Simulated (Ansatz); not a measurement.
System: GeSe2 (I-42d, No. 122, 6 atoms in the cell; start mp-10074). Method: PBEsol (Ansatz, a program for electronic structure, plane waves, PAW).

Run with plane-wave cutoff 500 eV, 10×10×10 k mesh, gaussian smearing 0.02 eV, scalar-relativistic PAW data made under PBE.

Cell (relaxed at this level):

Space group I-42d (No. 122); a = b = 5.794 Å, c = 9.597 Å, α = β = γ = 90.00°

```
atom  site  symmetry       x       y       z
----  ----  --------  ------  ------  ------
Ge      4a      -4..  0.0000  0.0000  0.0000
Se      8d       .2.  0.2500  0.2496  0.3750
```
(The calculation used a cell of 6 atoms; values per cell refer to that cell.)

### Question
Give the computed band gap.

### Answer

band gap: 1.35 eV (on the SCF k mesh)

Note: the relaxation could not lower the start's symmetry, so the cell can be a saddle point above a distorted one.

Spin–orbit coupling is not included.

Computed values are for the static lattice.

It cost about 17 core-minutes (a rough figure) of CPU time.

A start named mp-… is a Materials Project structure, which need not be a measured phase.
